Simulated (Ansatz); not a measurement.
End structure of a constructed model of the (0001) surface of hcp Os, a pseudomorphic layer of Ir in the host's stacking (bottom of the slab: a bare face, its two planes held):

```yaml
crystal:
  lattice:
    - [2.75423, 0.00000, 0.00000]
    - [-1.37712, 2.38523, 0.00000]
    - [0.00000, 0.00000, 29.50000]
  atoms:
    - { symbol: Os, position: [0.66667, 0.33333, 0.27331] }
    - { symbol: Os, position: [0.33333, 0.66667, 0.34698] }
    - { symbol: Os, position: [0.66667, 0.33333, 0.41998] }
    - { symbol: Os, position: [0.33333, 0.66667, 0.49442] }
    - { symbol: Os, position: [0.66667, 0.33333, 0.56840] }
    - { symbol: Os, position: [0.33333, 0.66667, 0.64071] }
    - { symbol: Ir, position: [0.66667, 0.33333, 0.71395] }
```

Set-up: 7 atoms, 13.4 Å thick at the start; mesh 16x16x1; 0.1 eV smearing; dipole correction on; single point; on the structure that PBE left under its start's symmetry; no spin, no spin-orbit, no U. It is one candidate, not shown to be the stable structure of the face.

### Question
Give the work function of the top face at the level r2SCAN, at the PBE geometry (Ansatz, a program for electronic structure).

### Answer
5.44 eV
